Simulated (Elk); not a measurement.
```
CELL_PARAMETERS angstrom
      3.52587     0.00000     0.00000
      0.00000     3.52587     0.00000
      0.00000     0.00000     3.52587
ATOMIC_POSITIONS crystal
  Al 0.00000 0.00000 0.00000
  Ni 0.00000 0.50000 0.50000
  Ni 0.50000 0.00000 0.50000
  Ni 0.50000 0.50000 0.00000
```
Moments meant for the start (each program seeds them in its own way; μB, in the order of the atoms Al Ni Ni Ni): 0.0 2.0 2.0 2.0.

Method: LDA (PW92), all-electron FP-LAPW, Elk's shipped species files, LAPW+lo basis (Elk).

The set-up and first iterations of an Elk log for AlNi₃ (Pm-3m, 4 atoms in the cell):

```
│ Elk code version 10.2.4 │

All units are atomic (Hartree, Bohr, etc.)

│ Ground-state run starting from atomic densities │

Lattice vectors :
   6.662924873       0.000000000       0.000000000
   0.000000000       6.662924873       0.000000000
   0.000000000       0.000000000       6.662924873

Unit cell volume      :    295.7976704
Brillouin zone volume :   0.8385806862

Muffin-tin inner radius fraction :   0.1000000000E-01

Nuclei treated as point charges

Species :    1 (Al)
 parameters loaded from : Al.in
 name : aluminium
 nuclear charge    :   -13.00000000
 electronic charge :    13.00000000
 atomic mass :    49184.33492
 muffin-tin radius :    2.024000000
 number of radial points in muffin-tin :    397
 atomic positions (lattice), magnetic fields (Cartesian) :
   1 :   0.00000000  0.00000000  0.00000000    0.00000000  0.00000000  0.00000000

Species :    2 (Ni)
 parameters loaded from : Ni.in
 name : nickel
   [... lines left out ...]

Muffin-tin radius times maximum |G+k| :    8.000000000
 using average radius
Maximum |G+k| for APW functions       :    3.700277521
Maximum (1/2)|G+k|²                   :    6.846026866
Maximum |G| for potential and density :    16.00000000
 potential will be trimmed for |G| > 2 gkmax
Constant for pseudocharge density :    9
Radial integration step length :    4

G-vector grid sizes :     35    35    35
Number of G-vectors :    20341

Maximum angular momentum used for
 APW functions                      :    8
 outer part of muffin-tin           :    6
 inner part of muffin-tin           :    1

Total nuclear charge    :   -97.00000000
Total core charge       :    40.00000000
Total valence charge    :    57.00000000
Total excess charge     :    0.000000000
Total electronic charge :    97.00000000

Effective Wigner radius, rₛ :   0.8995903787

Number of empty states         :   48
Total number of valence states :  154
Total number of core states    :   40

Total number of local-orbitals :   58

Exchange-correlation functional :      3     0     0
 Perdew-Wang/Ceperley-Alder, Phys. Rev. B 45, 13244 (1992)
 gradient requirement :    0
 local density approximation (LDA)

Smearing type :    3
 Fermi-Dirac
Smearing width :   0.3674930000E-02
Effective electronic temperature (K) :    1160.451112

Mixing type :    3
 Broyden mixing, J. Phys. A: Math. Gen. 17, L317 (1984)

Kohn-Sham potential initialised from atomic data
│ Self-consistent loop started │
│ Loop number : 1 │
 total energy                :     -4805.07139837
 total moment                :    2.815844329
│ Loop number : 2 │
 total energy                :     -4805.09587330
 total moment                :    2.807128929
RMS change in Kohn-Sham potential (target) :   0.2134342176     (  0.1000000000E-05)
Absolute change in total energy (target)   :   0.2447492826E-01 (  0.1000000000E-03)
│ Loop number : 3 │
 total energy                :     -4804.95476217
 total moment                :    2.594118423
RMS change in Kohn-Sham potential (target) :   0.2012122252     (  0.1000000000E-05)
Absolute change in total energy (target)   :   0.1349924036     (  0.1000000000E-03)
│ Loop number : 4 │
 total energy                :     -4799.67047668
 total moment                :    1.965640611
RMS change in Kohn-Sham potential (target) :   0.1621453381     (  0.1000000000E-05)
Absolute change in total energy (target)   :    5.318033588     (  0.1000000000E-03)
│ Loop number : 5 │
 total energy                :     -4793.30330906
 total moment                :  -0.6168174802
RMS change in Kohn-Sham potential (target) :   0.8522541986E-01 (  0.1000000000E-05)
Absolute change in total energy (target)   :    7.696676020     (  0.1000000000E-03)
│ Loop number : 6 │
 total energy                :     -4794.92056478
 total moment                :   -1.156428593
RMS change in Kohn-Sham potential (target) :   0.4387394731E-01 (  0.1000000000E-05)
   [... lines left out ...]
```

Problem. Will this run converge, and how will it end?

Solution. The run converged in 35 iterations. Its thresholds were met; that alone does not show that basis and mesh suffice. It ends on: free energy E − TS -130537.5921 eV; Fermi level (on the code's own zero) 8.83 eV; size of the cell's spin moment 0.00 μB. The log goes on:

```
RMS change in Kohn-Sham potential (target) :   0.5932767603E-04 (  0.1000000000E-05)
Absolute change in total energy (target)   :   0.4289730150E-03 (  0.1000000000E-03)
   [... lines left out ...]
Absolute change in total energy (target)   :   0.1193631588E-03 (  0.1000000000E-03)
│ Loop number : 33 │
 total energy                :     -4797.16801176
 total moment                :   0.5547839795E-02
RMS change in Kohn-Sham potential (target) :   0.3276058293E-06 (  0.1000000000E-05)
Absolute change in total energy (target)   :   0.1185767924E-03 (  0.1000000000E-03)
│ Loop number : 34 │
 total energy                :     -4797.16801952
 total moment                :   0.4098299020E-02
RMS change in Kohn-Sham potential (target) :   0.1611602615E-06 (  0.1000000000E-05)
Absolute change in total energy (target)   :   0.3740592729E-04 (  0.1000000000E-03)
Convergence targets achieved

│ Loop number : 35 │

Energies :
 Fermi                       :     0.324523005127
 xc effective B-field        :    -0.109282867371E-06
 external B-field            :      0.00000000000
 total energy                :     -4797.16802717
 (external B-field energy excluded from total)

Density of states at Fermi energy :    121.6530071
 (states/Hartree/unit cell)

Estimated indirect band gap :   0.1587346160E-02
 from k-point     32 to k-point     26
Estimated direct band gap   :   0.3112164308E-02
 at k-point     32

Charges :
 core                        :    40.00000000
 valence                     :    57.00000000
 interstitial                :    4.945252050
 muffin-tins (core leakage)
  species :    1 (Al)
   atom    1                 :    11.03735344     (  0.1270560795E-02)
  species :    2 (Ni)
   atom    1                 :    27.00579817     (  0.8150248050E-03)
   [... lines left out ...]
 error                       :   0.1827645203E-01

Moments :
 interstitial                :  -0.2130908411E-03
 muffin-tins
  species :    1 (Al)
   atom    1                 :  -0.5915870192E-04
  species :    2 (Ni)
   atom    1                 :   0.1232641314E-02
   atom    2                 :   0.1232641314E-02
   atom    3                 :   0.1232641314E-02
 total in muffin-tins        :   0.3638765241E-02
 total moment                :   0.3425674400E-02

│ Self-consistent loop stopped │
```

The starting cell comes from a database of computed structures (which also holds hypothetical and non-ambient phases and stackings), without a prior relaxation at this level. Its lattice was rescaled by a random factor within 2.5 % of one. The starting moments vanished: the run ended non-magnetic, which need not be the lowest state. Values depend on the basis (sphere radii, cutoffs, local orbitals), which need not be converged. The log's line on a gap gives a spacing of levels on this mesh, which the program prints for metals too.

The run was DFT, LDA (PW92), all-electron FP-LAPW, Elk's shipped species files, LAPW+lo basis. Main settings of its input:

- xctype: 3
- spinpol: true
- rgkmax: 8
- stype: 3
- swidth: 0.00367493 Ha
- ngridk: 8 8 8
- reducebf: 0.8
- gmaxvr: 16 1/bohr
- nxoapwlo: 1
- rmtscf: 0.92
- nempty: 12 per atom
- bfcmt: [[0.0, 0.0, 0.0], [0.0, 0.0, -2.0], [0.0, 0.0, -2.0], [0.0, 0.0, -2.0]]
